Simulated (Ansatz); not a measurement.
Input and output of a zone-centre phonon calculation for TaNi3 (Fmmm, 4 atoms in the cell) (Ansatz, an electronic-structure program).

Method: LDA (PW92), default PAW files made with PBE (plane waves; Ansatz).

```xyz
4
Lattice="0.0000 2.5588 3.7157 2.5540 0.0000 3.7157 2.5540 2.5588 0.0000" Properties=species:S:1:pos:R:3 pbc="T T T"
Ta     0.0000     0.0000     0.0000
Ni     2.5540     2.5588     3.7157
Ni     1.2770     1.2794     1.8578
Ni     3.8310     3.8382     5.5735
```

Reference input (self-consistent single point, DFT, LDA (PW92), plane waves, default PAW files made with PBE): basis.ecutwfc = 420 eV; kpoints.mp_grid.grid = 10 10 10; hamiltonian.xc = lda; hamiltonian.pseudopotentials = {kind: paw} (the program's default PAW files); scf.occupations.method = fermi_dirac; scf.occupations.width = 0.1 eV. This run's input differs from it in these lines:

```diff
@@ -23,7 +23,5 @@
     method: fermi_dirac
-    width: 0.1
-output:
-  forces: true
-  eigenvalues: true
-  stress: true
+    width: 0.2
+phonons:
+  method: dfpt
```

Output, abridged:

```
SCF iter   1: F=—  HF=-27004.432059 eV  |F-HF|=—  |Δ(HF+E_count)|=         —  Δρ=2.22e-2  dr2=1.28e-1  ethr=1.77e-3  ⟨swp⟩=5.0  Hψ=22618  notcnv=0
all-band conjugate gradients solve this SCF's bands
preconditioner: auto → Kerker (q_TF=auto, 2.879 Å⁻¹)
SCF iter   2: F=—  HF=-27004.418400 eV  |F-HF|=—  |Δ(HF+E_count)|=   1.37e-2  Δρ=6.57e-3  dr2=1.16e-2  ethr=1.91e-4  ⟨swp⟩=2.0  Hψ=12959  notcnv=0
   [... lines left out ...]
SCF iter   7: F=—  HF=-27004.417288 eV  |F-HF|=—  |Δ(HF+E_count)|=   3.15e-8  Δρ=8.80e-6  dr2=2.91e-8  ethr=2.61e-10  ⟨swp⟩=2.0  Hψ=12279  notcnv=0
SCF iter   8: F=—  HF=-27004.417288 eV  |F-HF|=—  |Δ(HF+E_count)|=   2.72e-9  Δρ=2.57e-6  dr2=2.05e-9  ethr=4.35e-11  ⟨swp⟩=1.0  Hψ=7286  notcnv=0
SCF iter   9: F=—  HF=-27004.417288 eV  |F-HF|=—  |Δ(HF+E_count)|=  1.89e-10  Δρ=7.10e-7  dr2=1.53e-10  ethr=3.07e-12  ⟨swp⟩=2.1  Hψ=9975  notcnv=0
SCF iter  10: F=-27004.417288 eV  HF=-27004.417288 eV  |F-HF|=1.46e-11  |Δ(HF+E_count)|=  2.18e-11  Δρ=1.45e-7  dr2=8.75e-12  ethr=1.00e-12  ⟨swp⟩=5.0  Hψ=35230  notcnv=0
SCF 1 converged in 10 iterations: F = -27004.417288 eV  dr2 = 8.75e-12
DFPT response loops at Γ: preconditioner auto → Kerker (q_TF=auto, 2.879 Å⁻¹) (partly filled bands, converged f_vac=0.000) …
phonon interpolation: 8 periodic images of 4 blocks of the force constants (a block to an ordered pair of atoms and a translation) lie up to 4.77e-3 Å farther …
Free energy (F): -27004.417288 eV
Internal energy: -27004.122704 eV  (E = F + TS)
E sigma→0 (E₀):  -27004.269996 eV
Entropy (-TS):   -0.294584 eV (-73.646 meV/atom)
Fermi energy:    19.207390 eV
   [... lines left out ...]
  ASR residual: 2.600e-3 → 0.000e0 eV/Å²; symmetrization residual: 3.602e-6 eV/Å²
  ASR residual per site (eV/Å²): 2.60e-3 1.01e-3 1.73e-3 1.73e-3
  Γ frequencies (cm⁻¹): 0.00 0.00 0.00 155.15 172.21 172.38 195.38 196.86 206.05 215.99 228.75 231.04
  non-analytic LO–TO correction: not included (Born effective charges unavailable; polar crystals: no LO–TO splitting at Γ)
```

The run converged in 10 iterations. 

Summary of the result:
- Free energy E − TS (on the zero of these files): -27004.4173 eV
- Fermi level (on the code's own zero): 19.21 eV
- Zone-centre frequencies (cm⁻¹; negative means imaginary): 0, 0, 0, 155, 172, 172, 195, 197, 206, 216, 229, 231

The starting cell comes from a database of computed structures (which also holds hypothetical and non-ambient phases and stackings), without a prior relaxation at this level. Its lattice was rescaled by up to half a per cent. Spin polarisation is off.

Cost on one core of a shared machine: roughly 6 min.

Keys are those of Ansatz 0.2.
